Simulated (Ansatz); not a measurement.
# Effect of Au → Br on Au

Base system: Au in the fcc (Cu type) structure (space group Fm-3m, No. 225; a = 4.124 Å).

Now apply this change: full substitution Au → Br; the structure is relaxed again.

Calculations: Kohn–Sham DFT with the r2SCAN functional, run in Ansatz (an electronic-structure program) with PAW and 500 eV plane waves, without spin-orbit coupling, earlier PAW set. k-mesh 17×17×17 (Γ-centred); smearing 0.05 eV (Fermi–Dirac), for the changed cell.

```
quantity                                  base          changed         shift
-----------------------------  ---------------  ---------------  ------------
volume per atom                       17.53 Å³         26.00 Å³     +8.465 Å³
density                            18.65 g/cm³       5.10 g/cm³  -13.55 g/cm³
space group                    Fm-3m (No. 225)  Fm-3m (No. 225)             –
shortest interatomic distance          2.916 Å          3.325 Å      +0.409 Å
band gap                                  zero             zero             –
```

Final structure:

```yaml
crystal:
  lattice:
    - [0.00000, 2.35133, 2.35133]
    - [2.35133, 0.00000, 2.35133]
    - [2.35133, 2.35133, 0.00000]
  atoms:
    - { symbol: Br, position: [0.00000, 0.00000, 0.00000] }
```

Stability against distortions was not tested. As relaxed here, Br is a hypothetical phase, not in the database extracts checked. The final runs are not spin-polarised.
